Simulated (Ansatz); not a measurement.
The starting structures come from a database of crystals and need not be the phases stable at ambient conditions.

Tunnelling through a barrier is set by its complex band structure: the current falls as exp(−2κd) with the smallest κ.

```
KRb2ScF6
1.0
    6.27239     0.00000     0.00000
    0.00000     6.27239     0.00000
    3.13619    -3.13619     4.55330
K Rb Sc F
1 2 1 6
Cartesian
  3.13619   3.13619   0.00000
  3.13619   0.00000   2.27665
  6.27239   3.13619   2.27665
  0.00000   0.00000   0.00000
  1.74347   5.25934   0.00000
  4.52892   1.01305   0.00000
  4.14925  -1.39272   4.55330
  5.25934   4.52892   0.00000
  6.27239   0.00000   2.02412
  3.13620   3.13620   2.52917
```

The cell is taken as given.

Transport runs along the normal of the first two printed cell vectors, the (001) plane of the conventional cell.

The gap is the functional's own. No spin-orbit coupling. Mid-gap values are those at the computed energy nearest the middle.

**Question.** Give the band gap and the smallest decay constant κ at mid-gap that Ansatz (a first-principles code) with r2SCAN yields.

**Answer.** Gap 7.62 eV on a 8×8×8 mesh; κ = 0.517 1/Å, at the zone centre.
